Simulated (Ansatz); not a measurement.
**Effect of biaxial strain −0.50 %, plane normal [001], relaxed out of plane on InAs**

Base system: InAs in the zinc blende structure (space group F-43m, No. 216; a = 6.026 Å). Axes: x, y, z lie along the cube axes.

The change: compressive biaxial strain of 0.50 % in the plane normal to [001], as in epitaxy on a mismatched substrate; the out-of-plane cell vector and the atoms relax.

Computed with LDA (Ansatz, a program for electronic structure), spin-orbit coupling left out. Γ-centred 10×10×10 mesh, Fermi–Dirac width 0.05 eV.

| quantity | base | changed | shift |
|---|---|---|---|
| volume per atom | 27.35 Å³ | 27.23 Å³ | -0.12 Å³ |
| space group | F-43m (No. 216) | I-4m2 (No. 119) | – |
| shortest interatomic distance | 2.609 Å | 2.606 Å | -0.0037 Å |
| energy relative to the base (free energy F) | 0 meV/atom | +0.3 meV/atom | +0.3 meV/atom |
| pressure (mean of the normal stresses, compression positive) | 0.0 GPa | 0.3 GPa | +0.3 GPa |
| band gap | zero | zero | – |
| out-of-plane strain (rough) | – | +0.57 % | – |
| mean in-plane stress (compression positive) (rough) | – | +0.4 GPa | – |

A case with no gap was solved on a k-mesh chosen for an insulator, which is coarse for it. Without a gap, meshes like the base's 10×10×10 leave anisotropic stresses uncertain by several tenths of a GPa, and small strain energies with them. No phonon test of stability was made. All final runs are without spin polarisation. The zero or small gap of InAs can change with the level of theory.
